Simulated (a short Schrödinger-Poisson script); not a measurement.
Stack: gated In0.52Al0.48As/In0.53Ga0.47As modulation-doped gas in a quantum well, at 300 K.

```csv
layer,material,thickness (nm),Nd (cm⁻³),Na (cm⁻³)
1,In0.52Al0.48As,10,-,-
2,In0.52Al0.48As,10,1e18,-
3,In0.52Al0.48As,40,-,-
4,In0.53Ga0.47As,8,-,-
5,In0.52Al0.48As,4000,-,5e15
```

Constants are typed, rounded textbook-type inputs, not results; the design itself was drawn at random and stands for no fabricated device. In0.52Al0.48As: permittivity 12.5, conduction-band edge (eV) 0.52, gap (eV) 1.45, electron mass (mₑ) 0.075, Nv at 300 K (cm⁻³) 1.1e19. In0.53Ga0.47As: permittivity 13.9, conduction-band edge (eV) 0, gap (eV) 0.74, Nv at 300 K (cm⁻³) 7.7e18.

Channel valleys (confinement mass, in-plane density-of-states mass, number): Γ 0.041, 0.041, 1. At the gate the conduction-band edge of layer 1 lies 0.65 eV − eVg above the Fermi level of the channel; the field vanishes at the back. Donor level 0.05 eV below the band edge. The barrier under the gate holds no holes. Gaps are held at their typed values at every temperature. Mesh 0.08 nm at interfaces.

Solved with a short Schrödinger-Poisson script written for these runs: 1D Poisson equation in equilibrium, electrons quantum, Hartree (BenDaniel-Duke, 40 states a valley, the channel's in-plane mass for all, wave functions free to enter the barrier), parabolic valleys, classical holes, donors ionised by Fermi statistics, acceptors fully, no traps, pinning or gate leakage.

The same stack at other levels of the model or other numerical settings:

| run | sheet density of all electrons at Vg = 0.4 V (cm⁻²) | capacitance at Vg = 0.4 V (μF/cm²) | centroid of the channel electrons at Vg = 0.4 V (nm) | gate voltage at 1e11 electrons/cm² (V) | rough cost against the base |
|---|---|---|---|---|---|
| base | 2.36e11 | 0.241 | 3.84 | 0.24 | about 1 |
| electrons treated as classical, Boltzmann | 2.98e11 | 0.226 | 3.12 | 0.19 | 0.03 |
| electrons treated as classical, Fermi-Dirac | 2.79e11 | 0.225 | 3.43 | 0.20 | 0.1 |
| electrons treated as quantum, Hartree plus LDA exchange-correlation | 2.45e11 | 0.239 | 3.84 | 0.24 | 1 |
| mesh six times as coarse | 2.35e11 | 0.241 | 3.84 | 0.24 | 0.2 |
| one subband a valley | 2.36e11 | 0.239 | 3.84 | 0.24 | 0.2 |

The classical rows ignore confinement, and Boltzmann statistics overrate the density once the band edge passes the Fermi level.
